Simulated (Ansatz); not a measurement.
Consider GaAs in the rock salt structure (space group Fm-3m, No. 225; a = 5.3161 Å; a hypothetical phase, not in the database extracts checked; relaxed with 0.1 eV smearing).

Calculations: Ansatz (a quantum-chemistry and plane-wave program), PBE-D3(BJ), PAW, cutoff 420 eV, no spin-orbit coupling.

Base values:

* **Pressure**: 0.0 GPa
* **Band gap**: zero

The change: every lattice vector is stretched by 3.02 %, atoms relaxed at fixed cell.

Problem. How does this affect the energy relative to the base, pressure and band gap?

Solution. The energy goes up by 34 meV/atom; the pressure goes from zero to -5.7 GPa; the band gap is still zero.

The cells carry an imposed strain or load. Whether these cells are dynamically stable was not tested. The base started in Pnma and relaxed to Fm-3m at this level. All final runs are without spin polarisation.
